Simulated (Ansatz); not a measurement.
The parent structure is Se (space group P3_121, No. 152; a = 4.5066 Å, c = 4.9888 Å; made of chains). Axes: x lies along a and z along c of the hexagonal cell.

Computed with r2SCAN (Ansatz, a first-principles code; PAW; 500 eV plane waves; no SOC), earlier PAW set.

Strains are applied to the cell and any free atomic positions relax; under biaxial strain the out-of-plane vector relaxes too; under stress the whole cell relaxes.

One change was made to it. Results:

The band gap drops by 0.175 eV, from 1.33 eV to 1.16 eV; the smallest direct gap shrinks by 0.212 eV, from 1.55 eV to 1.33 eV; the electron mass becomes 0.17 mₑ along c, 0.51 mₑ across (at H) (base: 0.18 mₑ along c, 0.43 mₑ across (at H)).

**Question.** What was done to the base?
(A) biaxial strain +3.40 %, plane normal [001], relaxed out of plane
(B) isotropic strain −0.33 %
(C) isotropic strain +2.86 %
(D) uniaxial stress, 0.5 GPa tension along z

**Answer.** C, isotropic strain +2.86 %. For comparison, the band gap in the other runs: biaxial strain +3.40 %, plane normal [001], relaxed out of plane gives 1.55 eV; isotropic strain −0.33 % gives 1.35 eV; uniaxial stress, 0.5 GPa tension along z gives 1.24 eV.

Effective masses come from finite differences of ±0.01 Å⁻¹. Stability under load was not tested beyond the relaxation. No dispersion term is included, though the crystal is made of layers, chains or molecules, so its spacings can come out too wide.
